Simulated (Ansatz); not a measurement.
Where the default PAW files enter, the runs use the earlier of Ansatz's two default sets.

Crystal: RbBr (Fm-3m, rock salt, not sure to be the ambient phase, 2 atoms a cell, 41.3 Å³ an atom); both levels run on this one cell.

Complex bands along the normal of (111) by Ansatz (plane waves, PAW, no spin-orbit coupling). r2SCAN gives a gap of 4.90 eV and a slowest mid-gap decay of 0.388 1/Å.

### Question
What does PBE give on the same cell, and what does that do to the current through 2 nm?

### Answer
Gap 4.30 eV, κ = 0.361 1/Å. The mid-gap transmission through 2 nm changes by exp(2 × 20 × (0.388 − 0.361)) = a factor of 2.9 against r2SCAN.

Ansatz is a program for electronic structure.
